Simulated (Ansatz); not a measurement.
An Ansatz (a quantum-chemistry and plane-wave program) input (DFT with PBEsol, PAW potentials and a 420 eV plane-wave cutoff in Ansatz, scalar-relativistic without spin-orbit coupling):

Ansatz 0.2 input:
```yaml
crystal:
  lattice:
    - [4.3776175117, 0, 0]
    - [2.1888087558, 3.7911279732, 0]
    - [2.1888087558, -1.2637093244, 3.6191823296]
  atoms:
    - { symbol: K, position: [0, 0, 0] }
    - { symbol: Cl, position: [0, 0.5, 0.5] }
basis: { ecutwfc: 420, ecutrho_ratio: 4, xc_grid: 2, fft_grid_basis: typed }
kpoints: { mp_grid: { grid: [9, 9, 9] } }
hamiltonian:
  xc: pbesol
  dispersion: none
  pseudopotentials: { kind: paw }
scf: { occupations: { method: fermi_dirac, width: 0.05 } }
relax: { f_tol: 0.005, max_steps: 50, cell: { stress_tol: 0.01, fix: [a, b, gamma] } }
output: { forces: true, stress: true }
checkpoint: { write: state.ck, write_every: 1000 }
```

Question: Which symmetry and how many k-points will the program report, and about how many plane waves at Γ?

Answer: Space group R-3m (ITA 166) with 12 operations, k-points 85 of 729, and 1219 plane waves at Γ.

The cells carry an imposed strain or load. Whether these cells are dynamically stable was not tested. The cell was made from KCl in the rock salt structure (space group Fm-3m, No. 225) by this change: biaxial strain −0.83 %, plane normal [111], relaxed out of plane.
